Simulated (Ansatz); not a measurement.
Consider interstitial H in wurtzite GaN, charge state +1. Computed with PBE, PAW (plane waves to 420 eV; Ansatz, an electronic-structure program).

Cell of 72 host sites held at the relaxed PBE lattice; one k-point at (0.125, 0.250, 0.250); Fermi-Dirac width 0.01 eV, spin-restricted; finite-size errors left in. Energies are static. The charge state is imposed; whether it is stable for some Fermi level was not computed. Sites that were not tried may lie lower.

Barriers: single points on a 2×2×2 k-point mesh shifted by half a step along c at the bands' geometries.

The step: a concerted move, in which H travels most. Atoms about the jump, Cartesian Å from the middle of the jump, before and after:

```tsv
atom	x0	y0	z0	x1	y1	z1
H1	-0.42	-0.02	-0.33	0.42	0.02	0.33
N2	-0.42	-0.03	0.69	-0.58	-0.19	0.28
Ga3	1.24	0.93	1.13	1.56	1.17	1.27
Ga4	-0.42	-0.04	-2.26	-0.49	-0.08	-1.71
N5	1.22	0.92	-2.26	1.15	0.87	-2.20
N6	2.78	-0.03	0.42	2.80	-0.01	0.42
N7	1.18	2.75	0.42	1.19	2.80	0.41
Ga8	-0.43	-1.95	1.13	-0.46	-1.99	1.07
Ga9	-2.09	0.93	1.13	-2.04	0.92	1.06
Ga10	2.80	-0.04	-1.56	2.78	-0.03	-1.58
Ga11	1.18	2.76	-1.56	1.18	2.74	-1.58
```

**Question.** Give the saddle-point geometry and the barrier.

**Answer.** 
```csv
atom,x,y,z
H1,0.31,0.35,-0.15
N2,-0.47,-0.07,0.38
Ga3,1.40,1.04,1.25
Ga4,-0.54,-0.10,-1.83
N5,1.13,0.86,-2.20
N6,2.79,-0.02,0.42
N7,1.19,2.76,0.42
Ga8,-0.40,-1.93,1.05
Ga9,-2.06,0.95,1.05
Ga10,2.77,-0.04,-1.57
Ga11,1.16,2.74,-1.57
```
It lies 0.29 eV above the start and 0.085 eV above the end. The saddle point's order was not checked.
